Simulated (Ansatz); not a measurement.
The parent structure is MnSi (space group P2_13, No. 198; a = 4.518 Å; ferromagnetic).

Calculations: plane-wave PAW DFT at the PBE level (Ansatz, a program for electronic structure, 420 eV), scalar-relativistic without spin-orbit coupling, earlier PAW set.

For the base:

| Property | Result |
|---|---|
| Shortest interatomic distance | 2.279 Å |

It is then changed as follows: a negative pressure, −2 GPa.

Question: What happens to the shortest interatomic distance?

Answer: The shortest interatomic distance goes up by 0.006 Å (2.279 Å → 2.285 Å).

Other magnetic orders, which the real material may have, were not ruled out. Load acts through the strain it causes; cell and atoms are relaxed under it. Whether these cells are dynamically stable was not tested.
